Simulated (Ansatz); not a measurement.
# SrTiO3, response to strain

The reference is SrTiO3 in the cubic perovskite structure (space group Pm-3m, No. 221; a = 3.9364 Å).

Strains are applied to the cell and any free atomic positions relax.

The values are results of Ansatz (an electronic-structure program) PBE, without spin-orbit coupling, not measurements.

Notes on the quantities. energy relative to the base: free energy F.

| change | shortest interatomic distance | pressure | smallest direct gap | band gap | energy relative to the base |
|---|---|---|---|---|---|
| base | 1.968 Å | 0.1 kbar | 2.20 eV | 1.84 eV | 0 meV/atom |
| isotropic strain +0.60 % | 1.980 Å | -29.3 kbar | 2.17 eV | (withheld) | (withheld) |
| isotropic strain +1.20 % | 1.992 Å | -56.3 kbar | 2.15 eV | 1.77 eV | +8.0 meV/atom |
| isotropic strain +1.80 % | 2.004 Å | (withheld) | 2.12 eV | 1.74 eV | +18 meV/atom |
| isotropic strain +2.40 % | 2.015 Å | -103.6 kbar | 2.09 eV | 1.70 eV | +31 meV/atom |
| isotropic strain +3.00 % | 2.027 Å | -124.3 kbar | 2.06 eV | 1.66 eV | +47 meV/atom |

Fill in the withheld entries from the trend.


- isotropic strain +0.60 %, band gap: 1.81 eV
- isotropic strain +0.60 %, energy relative to the base: +2.1 meV/atom
- isotropic strain +1.80 %, pressure: -81.0 kbar

No phonon test of stability was made. All final runs are without spin polarisation. Many cubic perovskites are stable only at high temperature; tilts and polar distortions were not tested.
